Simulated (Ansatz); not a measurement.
The starting structures come from a database of crystals and need not be the phases stable at ambient conditions.

 Where the default PAW files enter, the runs use the earlier of Ansatz's two default sets.

Evanescent states of CdI2 (P-3m1, CdI2 type, not sure to be the ambient phase, 3 atoms a cell, 35.5 Å³ an atom) along the normal of (001)

Level of theory: PBEsol (plane waves, PAW; Ansatz, a quantum-chemistry and plane-wave program).

No gap correction and no spin-orbit coupling; mid-gap values are interpolated between computed energies.

Energies count from the valence-band top; κ is the least over a 12×12 mesh across the current.

```tsv
E (eV)	κ (1/Å)	where
0.06	0.096	Γ
0.18	0.118	Γ
0.30	0.134	Γ
0.42	0.146	Γ
0.54	0.155	Γ
0.66	0.163	Γ
0.78	0.168	Γ
0.90	0.172	Γ
1.02	0.173	Γ
1.14	0.174	Γ
1.26	0.173	Γ
1.38	0.170	Γ
1.50	0.165	Γ
1.62	0.159	Γ
1.74	0.150	Γ
1.86	0.138	Γ
1.98	0.122	Γ
2.10	0.101	Γ
2.22	0.031	off Γ
```

**Question.** How thick must the barrier be to attenuate the transmission by 10^4 when the electrodes' Fermi level lies at 1.26 eV, and what attenuation does that film give at 1.50 eV?

**Answer.** d = 4 ln 10 / (2 × 0.173) = 26.6 Å. At 1.50 eV it gives 4 × 0.165/0.173 = 3.8 decades.
